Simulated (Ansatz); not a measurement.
Amorphous In24O38Hf, 63 atoms at 6.62 g/cm³, one PBE-relaxed geometry, zone centre. Methods: PBE, scalar-relativistic without spin-orbit coupling (Ansatz, a first-principles code); r2SCAN, scalar-relativistic without spin-orbit coupling (Ansatz); HSE06, scalar-relativistic without spin-orbit coupling (Ansatz). Plane waves to 420 eV (r2SCAN 500 eV); exact exchange is cut at the cell's faces. At PBE the levels at the filled edge of the gap are localised (band-tail or defect states). All rungs ran without spin polarisation.

Preparation: random packing, a CHGNet melt and quench, and a DFT relaxation. O atoms were pushed apart under 1.9 Å during the dynamics, to hinder bonds among them. The hot cell started wider than the set density and was brought back towards it in steps. It is the lowest in DFT energy of 2 quenches. It is a model cell: composition and starting density were chosen by hand, and all elements were melted together. No dispersion term was used. Its density started from a set value of 6.62 and ended at 6.62 g/cm³. Cooling (nominally 220 K/ps over its main leg) ran many orders faster than in experiment, which tends to leave more defects and strain. One small periodic cell is one sample of the glass; other quenches scatter about these values. The volume was held where the preparation left it and the shape relaxed, at a PBE pressure of -0.6 GPa (tension). Stress components on the final sampling reach 0.7 GPa.

The relaxation ran on the zone centre alone. At PBE the level gap is 0.59 eV on a 2×2×2 Γ-centred mesh, and the spacing at the zone centre alone 0.64 eV.

What zone-centre spacing does r2SCAN give, roughly?

1.07 eV (+0.42 eV against PBE).

What zone-centre spacing does HSE06 give, roughly?

2.01 eV (+1.37 eV against PBE).

The highest filled and the lowest empty state spread over these numbers of atoms (participation numbers): PBE: 4.6 and 59.3; r2SCAN: 3.8 and 58.6; HSE06: 4.2 and 58.2.
